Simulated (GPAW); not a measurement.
**GPAW run on YInCu4 (F-43m, 6 atoms in the cell): self-consistent single point**

Computed with PBEsol, GPAW PAW datasets PBEsol (made by gpaw-setup) (plane waves; GPAW).

Input:

```python
from ase import Atoms
from ase.units import GPa
from gpaw import GPAW

atoms = Atoms(['Y', 'In', 'Cu', 'Cu', 'Cu', 'Cu'],
              cell=[[0.000000, 3.526153, 3.526153],
                    [3.526153, 0.000000, 3.526153],
                    [3.526153, 3.526153, 0.000000]],
              positions=[[0.000000, 0.000000, 0.000000],
                         [5.289229, 5.289229, 5.289229],
                         [2.646942, 2.646942, 2.646942],
                         [2.646942, 4.405364, 4.405364],
                         [4.405364, 4.405364, 2.646942],
                         [4.405364, 2.646942, 4.405364]],
              pbc=True)

calc = GPAW(mode={'name': 'pw', 'ecut': 800},
            xc='PBEsol',
            kpts=(9, 9, 9),
            occupations={'name': 'methfessel-paxton', 'width': 0.272, 'order': 0},
            nbands=-14,
            convergence={'forces': 0.001},
            symmetry={'symmorphic': False, 'tolerance': 0.0005},
            maxiter=100,
            txt='-')

atoms.calc = calc

energy = atoms.get_potential_energy()
print('Energy (eV):', round(energy, 6))
forces = atoms.get_forces()
print('Forces (eV/Ang):')
print(forces.round(5))
stress = atoms.get_stress()
print('Stress (GPa, Voigt):', (stress / GPa).round(4))
```

The program printed (abridged):

```
Input parameters:
  convergence: {forces: 0.001}
  kpts: [9 9 9]
  maxiter: 100
  mode: {ecut: 800,
         name: pw}
  nbands: -14
  occupations: {name: methfessel-paxton,
                order: 0,
                width: 0.272}
  symmetry: {symmorphic: False,
             tolerance: 0.0005}
  xc: PBEsol

species:
  Y:
    name: Yttrium
    Z: 39.0
    valence: 11
    core: 28
    charge: 0.0
    file: Y.PBEsol.gz

    # Using partial waves for Y as LCAO basis

  In:
    name: Indium
    Z: 49.0
    valence: 13
    core: 36
    charge: 0.0
    file: In.PBEsol.gz

    # Using partial waves for In as LCAO basis

  Cu:
    name: Copper
    Z: 29.0
    valence: 11
    core: 18
    charge: 0.0
    file: Cu.PBEsol.gz

    # Using partial waves for Cu as LCAO basis

Reference energy: -431877.969905  # eV

Spin-paired calculation

Convergence criteria:
 Maximum [total energy] change in last 3 cyles: 0.0005 eV / valence electron
 Maximum integral of absolute [dens]ity change: 0.0001 electrons / valence electron
 Maximum integral of absolute [eigenst]ate change: 4e-08 eV^2 / valence electron
 Maximum change in the atomic [forces] across last 2 cycles: 0.001 eV/Ang OR
Maximum error relative to the maximum force is below inf
 Maximum number of scf [iter]ations: 100

Symmetries present (total): 24
Symmetries with fractional translations: 0
729 k-points: 9 x 9 x 9 Monkhorst-Pack grid
35 k-points in the irreducible part of the Brillouin zone
       k-points in crystal coordinates                weights
   0:     0.00000000    0.00000000    0.00000000          1/729
   1:     0.11111111    0.11111111    0.00000000          6/729
   2:     0.11111111    0.11111111    0.11111111          8/729
   [... 7 lines left out ...]
          ...
  34:     0.44444444    0.44444444    0.44444444          8/729

Wave functions: Plane wave expansion
  Cutoff energy: 800.000 eV
  Number of coefficients (min, max): 4478, 4573
  Pulay-stress correction: 0.000000 eV/Ang^3 (de/decut=0.000000)

Occupation numbers: Methfessel-Paxton:
  width: 0.2720  # eV
  order: 0

Eigensolver

Densities:
  Coarse grid: 35*35*35 grid
  Fine grid: 70*70*70 grid
  Total Charge: 0.000000

Density mixing:
  Method: separate
  Backend: pulay
  Linear mixing parameter: 0.05
  old densities: 5
  Damping of long wavelength oscillations: 50

Hamiltonian:
  XC and Coulomb potentials evaluated on a 70*70*70 grid
  External potential:
    NoExternalPotential

XC parameters: PBEsol with 2 nearest neighbor stencil

Number of atoms: 6
Number of atomic orbitals: 58
Number of bands in calculation: 48
Number of valence electrons: 68
Bands to converge: occupied

Density initialized from atomic densities
  48 bands from LCAO basis set

Atomic positions and initial magnetic moments

Positions:
   0 Y      0.000000    0.000000    0.000000    ( 0.0000,  0.0000,  0.0000)
   1 In     5.289229    5.289229    5.289229    ( 0.0000,  0.0000,  0.0000)
   2 Cu     2.646942    2.646942    2.646942    ( 0.0000,  0.0000,  0.0000)
   3 Cu     2.646942    4.405364    4.405364    ( 0.0000,  0.0000,  0.0000)
   4 Cu     4.405364    4.405364    2.646942    ( 0.0000,  0.0000,  0.0000)
   5 Cu     4.405364    2.646942    4.405364    ( 0.0000,  0.0000,  0.0000)

Unit cell:
           periodic     x           y           z      points  spacing
  1. axis:    yes    0.000000    3.526153    3.526153    35     0.1163
  2. axis:    yes    3.526153    0.000000    3.526153    35     0.1163
  3. axis:    yes    3.526153    3.526153    0.000000    35     0.1163

  Lengths:   4.986733   4.986733   4.986733
  Angles:   60.000000  60.000000  60.000000

Effective grid spacing dv^(1/3) = 0.1269

     iter     time        total  log10-change:
                         energy   eigst   dens  force
iter:   1 --:--:--   -34.294147
iter:   2 --:--:--   -30.337959   -1.58  -1.13
iter:   3 --:--:--   -27.605175   -1.01  -1.27
iter:   4 --:--:--   -27.576444   -1.70  -1.58
iter:   5 --:--:--   -27.444577   -1.81  -1.75
iter:   6 --:--:--   -27.493721   -1.56  -1.92
iter:   7 --:--:--   -27.278195   -2.69  -1.95
iter:   8 --:--:--   -27.173791   -2.33  -2.16
iter:   9 --:--:--   -27.173205   -4.41  -2.94
iter:  10 --:--:--   -27.173471c  -4.96  -3.12
iter:  11 --:--:--   -27.173799c  -4.06  -3.21
iter:  12 --:--:--   -27.172830c  -4.65  -3.20
iter:  13 --:--:--   -27.172801c  -6.21  -3.61
iter:  14 --:--:--   -27.172869c  -5.60  -3.66
iter:  15 --:--:--   -27.172805c  -6.26  -4.03c
iter:  16 --:--:--   -27.172782c  -6.80  -4.17c
iter:  17 --:--:--   -27.172767c  -6.54  -4.23c
iter:  18 --:--:--   -27.172760c  -7.31  -4.32c
iter:  19 --:--:--   -27.172749c  -7.25  -4.54c
iter:  20 --:--:--   -27.172749c  -8.79c -4.76c
iter:  21 --:--:--   -27.172746c  -7.66c -4.84c -2.72
iter:  22 --:--:--   -27.172748c  -8.37c -5.01c -2.78
iter:  23 --:--:--   -27.172745c  -7.90c -4.88c -2.47
iter:  24 --:--:--   -27.172746c  -8.93c -5.10c -3.28c

Converged after 24 iterations.

Dipole moment: (8.960754, 8.960754, 8.960754) |e|*Ang

Energy contributions relative to reference atoms: (reference = -431877.969905)

Kinetic:        -41.600492
Potential:      +34.618264
External:        +0.000000
XC:             -20.491429
Entropy (-ST):   -0.015592
Local:           +0.308707
SIC:             +0.000000
--------------------------
Free energy:    -27.180542
Extrapolated:   -27.172746

Showing only first 2 kpts
 Kpt  Band  Eigenvalues  Occupancy
  0    32      7.86581    2.00000
  0    33      8.52749    1.99999
  0    34      9.49599    0.61812
  0    35      9.49599    0.61812

  1    32      8.07827    2.00000
  1    33      8.35346    2.00000
  1    34      9.70237    0.11606
  1    35      9.82980    0.02548

Fermi level: 9.40011

No gap
No difference between direct/indirect transitions
Energy (eV): -27.172746

Forces in eV/Ang:
  0 Y     0.00000   -0.00000   -0.00000
  1 In    0.00000    0.00000   -0.00000
  2 Cu    0.00712    0.00712    0.00712
  3 Cu    0.00712   -0.00712   -0.00712
  4 Cu   -0.00712   -0.00712    0.00712
  5 Cu   -0.00712    0.00712   -0.00712

Stress tensor:
    -0.027058    -0.000000    -0.000000
    -0.000000    -0.027058     0.000000
    -0.000000     0.000000    -0.027058
Stress (GPa, Voigt): [-4.3351 -4.3351 -4.3351  0.     -0.     -0.    ]
```

The run converged in 24 iterations. GPAW prints stress with tension positive.

The starting cell comes from a database of computed structures (which also holds hypothetical and non-ambient phases and stackings), without a prior relaxation at this level. Its lattice was rescaled by a random factor within 2.5 % of one. Spin polarisation is off. With a pressure of about 4 GPa the cell is away from its equilibrium volume at this level.

Cost on one core of a shared machine: roughly 5 min.
